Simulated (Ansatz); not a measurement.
The parent structure is Co$_{2}$P (space group P-62m, No. 189; a = 5.656 Å, c = 3.360 Å; ferromagnetic; a cell from a computed database, its experimental status unchecked).

Computed with Ansatz (a program for electronic structure), PBEsol, PAW, cutoff 420 eV, no spin-orbit coupling.

Before the change:

| Item | Result |
|---|---|
| Band gap | zero |
| Lattice parameter a | 5.656 Å |

One thing is altered: a hydrostatic pressure of 1.5 GPa.

Question: What does the calculation give for the band gap and lattice parameter a after the change?

Answer: The band gap is still zero; the lattice parameter a decreases by 0.010 Å, from 5.656 Å to 5.646 Å.

Other magnetic orders, which the real material may have, were not ruled out. Load acts through the strain it causes; cell and atoms are relaxed under it. Stability against distortions was not tested.
